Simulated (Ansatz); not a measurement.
## P_B in zinc-blende BP

These are PBE, PAW (plane waves to 420 eV; Ansatz, a quantum-chemistry and plane-wave program) values and carry that method's errors. A 2×2×2 supercell of 64 sites was used; the energies come from a 2×2×2 shifted sampling of its zone. Site at the start: the B site. Energies of charged states are corrected for periodic images (point charge plus alignment at distant sites). Dielectric constants: PBE linear response of the host. Host gap at this level: 1.25 eV. These values are not converged in cell size to better than tenths of an eV. PBE underestimates the host's gap, which shifts levels and can delocalise carriers. Spin–orbit coupling is left out. Each state is the lowest found from its start.

Formation energies E_f are given with the Fermi level at the valence-band maximum. Chemical conditions: B-rich (Δμ(B) = -0.24 eV, Δμ(P) = -0.61 eV, bounded by B12P2 (R-3m), B6P (R-3m); only phases computed here count, gases as isolated molecules at 0 K); P-rich (Δμ(B) = -0.86 eV, Δμ(P) = 0.00 eV; only phases computed here count, gases as isolated molecules at 0 K). Reference phases: B: alpha boron, P: black phosphorus.

```csv
charge,moment (μB),largest move off a lattice site (Å),image correction with alignment (eV),"E_f, B-rich (eV)","E_f, P-rich (eV)",above the lowest spin state (eV)
+2,not spin-polarised,0.20,1.16,2.50,1.27,0.00
+1†,1.0,0.23,0.40,–,–,0.00
0†,0.0,0.25,0.00,4.00,2.77,0.00
0†,not spin-polarised,0.25,0.00,4.00,2.77,0.00
−1†,1.0,0.25,-0.04,–,–,0.00
```

† Not settled in this cell, so no level is given: charge +1: carriers not clearly localised; charge 0: carriers not clearly localised; charge −1: a level filled in part, level within 0.1 eV of a band edge or past it.

Starting moments that weren't kept: charge 0 began with 2 μB and ended with 0.0.

No other site or start that was run ended lower by more than 0.1 eV.

Flagged in the runs: a doubtful potential alignment.
